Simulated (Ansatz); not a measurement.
MgZn2 (P6₃/mmc, No. 194), treated with rVV10 in Ansatz (plane waves, PAW).

Run with plane-wave cutoff 520 eV, 12×12×8 k mesh (along the axes of the cell as run), Fermi–Dirac smearing 0.05 eV, scalar-relativistic PAW data made under PBE.

Shape and atoms are relaxed at each volume.

Pressure at four volumes; x = ln(V/16.870 Å³). One pressure is withheld.

```tsv
V (Å³/atom)	x	P (GPa)
16.195	-0.0408	?
16.533	-0.0202	1.29
16.870	0.0000	0.00
17.545	0.0392	-2.15
```

Question: Pass a parabola P(x) through the three rows shown, estimate the bulk modulus and its pressure derivative near zero pressure, and predict the withheld pressure.

Answer: Slopes between the rows: (0.00 − (1.29))/(0.0000 − (-0.0202)) = -63.86 and (-2.15 − (0.00))/(0.0392 − (0.0000)) = -54.85 GPa. Their difference over the span 0.0594 is c = 9.01/0.0594 = 151.7 GPa, so P(x) = 1.29 + (-63.86)(x − (-0.0202)) + 151.7 (x − (-0.0202))(x − (0.0000)). At the middle row B = −dP/dx = −[-63.86 + 151.7 × 0.0202] = 60.8 GPa, and B′ = dB/dP = 2c/B = 5.0. At x = -0.0408 the parabola gives 2.73 GPa; the run gives 2.73 GPa. The Birch–Murnaghan fit to the energies at all volumes has B0 = 60.4 GPa and B′ = 5.0.

Note: the bulk modulus comes from volumes at which shape and atoms were relaxed.

Ansatz is a program for electronic structure.
